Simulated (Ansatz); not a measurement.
The parent structure is MgSe in the rock salt structure (space group Fm-3m, No. 225; a = 5.450 Å).

Now apply this change: a hydrostatic pressure of 30 GPa.

Levels (all Ansatz, an electronic-structure program, PAW): PBEsol (420 eV, scalar-relativistic without spin-orbit coupling); HSE06+SOC (420 eV, noncollinear with spin-orbit coupling).

The geometry is relaxed with PBEsol.

- PBEsol valence-band top at Γ = 0.00, 0.00, 0.00 eV
- PBEsol lowest conduction level above the VBM at special points = X 2.18 eV; K 3.13 eV; U 3.13 eV; Γ 4.66 eV

With HSE06+SOC at the same geometry, the valence-band top at Γ (three highest Kramers pairs, from the VBM) changes from 0.00, 0.00, 0.00 eV to 0.00, 0.00, -0.50 eV; the lowest conduction level above the VBM at special points changes from X 2.18 eV; K 3.13 eV; U 3.13 eV; Γ 4.66 eV to X 3.00 eV; K 3.96 eV; U 3.96 eV; Γ 5.82 eV. The threefold valence maximum splits by Δso ≈ 0.50 eV.

Single points use the geometry relaxed with PBEsol. HSE06 was sampled on its mesh, a few special points and the semilocal edge points, so its gap is an upper bound. The spin-orbit shifts are approximate. The levels and masses belong to the bands next to the band gap. Load acts through the strain it causes; cell and atoms are relaxed under it. Stability against distortions was not tested. Competing high-pressure phases were not computed.
